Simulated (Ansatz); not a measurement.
The starting structures come from a database of crystals and need not be the phases stable at ambient conditions.

 Where the default PAW files enter, the runs use the earlier of Ansatz's two default sets.

Here is the system:

```yaml
crystal:
  lattice:
    - [4.19870, 0.00000, 0.00000]
    - [0.00000, 4.19870, 0.00000]
    - [2.09935, 2.09935, 2.96893]
  atoms:
    - { symbol: Mg, position: [0.00000, 0.00000, 0.00000] }
    - { symbol: Se, position: [0.75000, 0.25000, 0.50000] }
```

Space group of this cell: F-43m, zinc blende. The cell is taken as given.

Calculation: r2SCAN (plane waves, PAW; Ansatz, a first-principles code).

The current runs along the normal of the first two printed vectors; no spin-orbit coupling. Scaled by the factor s: both lengths across the current (ions clamped). Meshes 10×10×10 and 8×8 across the current in all rows.

| s | mean pressure (GPa) | band gap (eV) |
|---|---|---|
| 0.98 | 2.5 | ? |
| 1.00 | 0.3 | 3.36 |
| 1.02 | -1.6 | 3.14 |

### Question
Take the slope of the band gap against ln s from the two given rows, extrapolate to s = 0.98, and say what the run there gives.

### Answer
Slope = (3.14 − 3.36) / ln 1.02 = -11.1 eV. The line gives 3.36 + (-11.1) × ln 0.98 = 3.58 eV. The run gives 3.53 eV, 0.05 eV under the line, 24 % of the predicted step.
